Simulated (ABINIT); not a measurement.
Band structure of I (Cmce, 4 atoms in the cell).

```xyz
4
Lattice="2.4029 -3.6470 0.0000 2.4029 3.6470 0.0000 0.0000 0.0000 9.8223" Properties=species:S:1:pos:R:3 pbc="T T T"
I      4.0657     0.0000     8.6731
I      3.1430     0.0000     3.7619
I      1.6628     0.0000     6.0604
I      0.7401     0.0000     1.1492
```

Method: PBE, norm-conserving pseudopotentials (PseudoDojo nc-sr-05 PBE standard) (plane waves; ABINIT 10.0.3).

Settings: pseudos = [I.upf]; ecut = 35 Ha; ixc = 11; occopt = 3; tsmear = 0.01 eV; ngkpt = 4 4 2; nshiftk = 1; shiftk = 0 0 0; potentials = PseudoDojo nc-sr-05 PBE standard; kptopt = 1; nstep = 100; toldfe1 = 1e-09 Ha; ndtset = 2.

The starting cell has typed, rounded lattice constants, without a prior relaxation at this level. Its lattice was rescaled by a random factor within 2.5 % of one. Spin-orbit coupling is off.

Q: Predict the gap along the standard path and the places of the band edges.

A: The gap along the path is 1.13 eV, from R to a point between Y and X1; the smallest direct gap on it is 1.29 eV.

Levels in eV from the top of the valence band on the SCF mesh, bands 11 to 18:
```json
[
 {"point": "Γ", "11": "-1.03", "12": "-0.58", "13": "-0.11", "14": "-0.03", "15": "1.26", "16": "2.01", "17": "5.27", "18": "5.32"},
 {"point": "X", "11": "-1.52", "12": "-0.98", "13": "-0.67", "14": "-0.24", "15": "1.53", "16": "1.72", "17": "6.27", "18": "6.49"},
 {"point": "S", "11": "-1.24", "12": "-1.24", "13": "-0.45", "14": "-0.45", "15": "2.09", "16": "2.09", "17": "5.51", "18": "5.51"},
 {"point": "R", "11": "-0.73", "12": "-0.73", "13": "0.00", "14": "0.00", "15": "1.51", "16": "1.51", "17": "5.89", "18": "5.89"},
 {"point": "A", "11": "-0.79", "12": "-0.79", "13": "-0.60", "14": "-0.60", "15": "1.60", "16": "1.60", "17": "6.88", "18": "6.88"},
 {"point": "Z", "11": "-1.01", "12": "-1.01", "13": "-0.07", "14": "-0.07", "15": "1.47", "16": "1.47", "17": "5.75", "18": "5.75"},
 {"point": "Y", "11": "-1.81", "12": "-1.36", "13": "-0.74", "14": "-0.28", "15": "1.14", "16": "1.65", "17": "5.16", "18": "5.99"},
 {"point": "X1", "11": "-1.52", "12": "-0.98", "13": "-0.67", "14": "-0.24", "15": "1.53", "16": "1.72", "17": "6.27", "18": "6.49"},
 {"point": "A1", "11": "-0.79", "12": "-0.79", "13": "-0.60", "14": "-0.60", "15": "1.60", "16": "1.60", "17": "6.88", "18": "6.88"},
 {"point": "T", "11": "-1.23", "12": "-1.23", "13": "-0.95", "14": "-0.95", "15": "1.25", "16": "1.25", "17": "6.11", "18": "6.11"}
]
```
